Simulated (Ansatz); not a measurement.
Cell and atoms of amorphous Ni24Si24:

```xyz
48
Lattice="8.2557 0.0421 -0.2631 0.0421 8.3533 -0.2219 -0.2631 -0.2219 8.6248" Properties=species:S:1:pos:R:3 pbc="T T T"
Ni     2.4481     0.2855     4.2449
Ni     0.1387     0.2945     7.7253
Ni     3.8957     0.3314     7.7632
Ni     1.3906     8.0441     1.7989
Ni     6.2682     0.8633     2.6736
Ni     7.3198     4.7129     6.7763
Ni     3.1259     2.6626     5.0821
Ni     2.9914     5.0814     7.7302
Ni     5.4091     6.7211     2.3453
Ni     7.2246     3.1157     3.2306
Ni     1.1842     6.2954     4.0376
Ni     1.2169     3.5381     6.7216
Ni     4.6810     4.5285     5.7453
Ni     2.1522     7.2954     6.3534
Ni     6.2121     6.5233     4.8647
Ni     7.6001     2.1020     5.5983
Ni     2.4259     3.5776     0.8754
Ni     4.7620     2.9486     2.3046
Ni     0.4244     2.0207     1.6157
Ni     7.4606     5.9395     0.8129
Ni     3.8540     0.4386     1.8166
Ni     5.4852     2.5413     7.0781
Ni     6.4454     7.0052     7.3676
Ni     2.9403     4.4941     3.1966
Si     3.2551     2.6727     7.4395
Si     7.5554     7.1878     2.8454
Si     3.0787     6.7842     2.7322
Si     0.6466     4.5014     2.4460
Si    -0.0866     4.4348     4.9406
Si     4.7374    -0.0738     4.1677
Si     5.5135     4.7544     3.5871
Si     2.5493     2.1494     2.8369
Si     1.5228     1.2146     6.0839
Si     7.7848     2.5874     7.8418
Si     1.0533     5.2222    -0.0756
Si     4.3569     6.7700     6.2884
Si     4.2372     5.0134     1.2886
Si     2.8591     7.2710     0.1364
Si     5.3892     5.0072     7.9625
Si     2.4583     5.0033     5.4176
Si     7.5106     8.3115     0.5800
Si     0.0030     6.6685     6.1900
Si     5.4204     2.2809     4.6195
Si     0.2020     1.0598     3.8150
Si     2.2311     1.3197     0.3060
Si     6.1376     0.4361     6.2859
Si     5.5226     1.4999     0.5863
Si     6.6648     3.6905     1.0694
```

Level of theory: PBE, scalar-relativistic without spin-orbit coupling (plane waves to 420 eV, PAW; Ansatz, a first-principles code).

The cell was made by melting and quenching with the CHGNet potential and then relaxed with DFT. The hot cell started wider than the set density and was brought back towards it in steps. It is the lowest in DFT energy of 2 quenches. It is a model cell: composition and starting density were chosen by hand, and all elements were melted together. No dispersion term was used. Its density started from a set value of 5.61 and ended at 5.82 g/cm³. The quench (nominally 200 K/ps over its main leg) was far faster than any real one, so the model tends to hold more defects than a real film. Values belong to this one cell and scatter from quench to quench. Volume and shape were free in the relaxation. Stress components on the final sampling reach 0.9 GPa. On a 2×2×2 Γ-centred mesh force components of up to 0.24 eV/Å stay, since the relaxation ran on one k-point at (1/4, 1/4, 1/4).

Neighbours within Ni-Ni 3.04 Å, Ni-Si 2.76 Å, Si-Si 2.74 Å count as bonded.

Q: Give the coordination numbers, mean bond lengths and angles.

A: 
| Quantity | Value |
|---|---|
| Mean coordination of Ni | 10.38 (3 with 9, 12 with 10, 6 with 11, 3 with 12) |
| Mean coordination of Si | 8.21 (4 with 7, 12 with 8, 7 with 9, 1 with 10) |
| Mean Ni-Si bond | 2.392 Å (spread 0.095 Å, 139 counted) |
| Mean Ni-Ni bond | 2.676 Å (spread 0.132 Å, 55 counted) |
| Mean Si-Si bond | 2.591 Å (spread 0.084 Å, 29 counted) |
| Bond angle at Ni | mean 97.2°, spread 33.5° |
| Bond angle at Si | mean 98.3°, spread 32.5° |

Q: What Bader charges do the atoms carry, from a run on one k-point at (1/4, 1/4, 1/4)?

A: Means (range): Ni -0.34 e (-0.54 to -0.18), Si +0.34 e (+0.21 to +0.46).
```csv
atom,charge (e)
Ni1,-0.40
Ni2,-0.36
Ni3,-0.34
Ni4,-0.21
Ni5,-0.30
Ni6,-0.36
Ni7,-0.18
Ni8,-0.39
Ni9,-0.43
Ni10,-0.54
Ni11,-0.42
Ni12,-0.37
Ni13,-0.34
Ni14,-0.32
Ni15,-0.32
Ni16,-0.31
Ni17,-0.29
Ni18,-0.32
Ni19,-0.29
Ni20,-0.34
Ni21,-0.27
Ni22,-0.32
Ni23,-0.45
Ni24,-0.31
Si25,+0.32
Si26,+0.30
Si27,+0.31
Si28,+0.35
Si29,+0.46
Si30,+0.21
Si31,+0.44
Si32,+0.37
Si33,+0.42
Si34,+0.28
Si35,+0.44
Si36,+0.39
Si37,+0.33
Si38,+0.29
Si39,+0.21
Si40,+0.44
Si41,+0.27
Si42,+0.43
Si43,+0.29
Si44,+0.25
Si45,+0.37
Si46,+0.40
Si47,+0.38
Si48,+0.26
```
